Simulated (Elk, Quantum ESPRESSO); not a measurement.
# Equation of state of hcp Zn (space group 194): energy against volume (Elk, PBE)

```yaml
crystal:
  lattice:
    - [2.61270, 0.00000, 0.00000]
    - [-1.30635, 2.26267, 0.00000]
    - [0.00000, 0.00000, 4.86198]
  atoms:
    - { symbol: Zn, position: [0.66667, 0.33333, 0.75000] }
    - { symbol: Zn, position: [0.33333, 0.66667, 0.25000] }
```

Level of theory: PBE, all-electron FP-LAPW, Elk's shipped species files, default APW+lo basis run with Elk 10.2.4. Settings: xctype = 20; rgkmax = 7.98; swidth = 0.00183747 Ha; ngridk = 25 25 12; maxscl = 100; sphere radii = {Zn: 2.4} bohr. The cell above is the first row's. The rows scale it uniformly. In all rows fractional positions and the k mesh are held. E is the free energy at the stated smearing, counted from the lowest row.

```
V (Å^3/atom)  E (meV/atom)
------------  ------------
14.371               13.30
14.684                5.35
14.996                1.04
15.308                0.00
15.621                1.84
15.933                6.18
16.246               12.75
16.558               21.14
16.871                   ?
```

The 8 complete rows are fitted with the third-order Birch-Murnaghan form, a cubic in V^(-2/3), E against V. With u = V^(-2/3) - 0.161, the rows have u = 0.008177, 0.005765, 0.003443, 0.001201, -0.000973, -0.003069, -0.005104, -0.007068. Least squares gives E = 0.692 - 910.21·u + 289791·u² + 1260592·u³. Residuals (row less fit): -0.015, 0.033, -0.005, -0.019, -0.011, 0.002, 0.031, -0.017; standard error 0.027 (degrees of freedom: 4). Its minimum lies at u = 0.001555, so V0 = (0.162555)^(-3/2) = 15.26. There d²E/du² = 591300 and d³E/du³ = 7564000, so B0 = (4/9) × 15.26^(-7/3) × 591300 × 0.160218 = 72.9 GPa (the last factor turns the table's units into GPa), and B0' = 4 + (2/3) × 0.162555 × (7564000)/591300 = 5.4.

Task: Estimate the missing E (V = 16.871); what did the run itself give?

Result: u = -0.008978, so E = 0.692 - 910.21 × (-0.008978) + 289791 × (-0.008978)² + 1260592 × (-0.008978)³ = 31.310 meV/atom. The calculation gives 31.20 meV/atom, 0.110 meV/atom below the prediction (0.4 % of the range of E in the table). The row lies outside the fitted rows, so this is an extrapolation. From the scatter of the fitted rows alone, a prediction at this place has a standard error of 0.067 meV/atom, so the miss is 1.7 times that.

Carrying the step between the two nearest rows on in a straight line would have given 29.56, off by 1.64; series whose last step already gives the withheld value aren't shown. The scan was laid around a cell of about the measured size, scaled by a guess for this functional; axis ratios and inner coordinates come from that cell. The runs keep the symmetry of the cell, so they don't test it for distortions. A plane-wave scan with the same functional (Quantum ESPRESSO, GBRV) gives V0 = 15.17 Å^3/atom and B0 = 74.9 GPa; a Birch-Murnaghan fit to all rows here lies 0.6 % from it in V0 and -3 % in B0; the two differ in basis, and may differ in potentials and mesh. Values depend on the basis (sphere radii, cutoffs, local orbitals), which need not be converged. The shape of the cell and the inner coordinates aren't relaxed, so V0 and B0 belong to this uniform scaling; a relaxed crystal lies no higher in energy and is usually softer. Sphere radii are the same in all rows. Cutoffs and mesh are single choices, not tested for convergence of this quantity. Series with a scatter that would blur these digits, or in which a gap closes, are not shown. Nor are scans whose minimum lies at an end fitted in this form.
